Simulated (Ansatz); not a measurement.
The starting structures come from a database of crystals and need not be the phases stable at ambient conditions.

Here is the system:

```
CELL_PARAMETERS angstrom
      3.35673     0.00000     0.00000
     -1.67837     2.90701     0.00000
      1.67836     0.96900     5.92203
ATOMIC_POSITIONS crystal
  Sr 0.00000 0.00000 0.00000
  Hf 0.00000 0.50000 0.50000
  N  0.53474 0.76737 0.69789
  N  0.46526 0.23263 0.30211
```

Space group of this cell: R-3m. The cell is taken as given; by r2SCAN its mean pressure is -2.0 GPa.

Transport runs along the normal of the first two printed cell vectors, the (001) plane of the conventional cell.

No gap correction and no spin-orbit coupling; mid-gap values are interpolated between computed energies.

Problem. Give the band gap and the smallest decay constant κ at mid-gap that r2SCAN in Ansatz (a program for electronic structure) yields.

Solution. Gap 0.66 eV on a 12×12×12 mesh; κ = 0.131 1/Å, at (0.500, 0.000) of the in-plane reciprocal vectors. At the zone centre, at the nearest computed energy, the slowest state has κ = 0.17 1/Å.
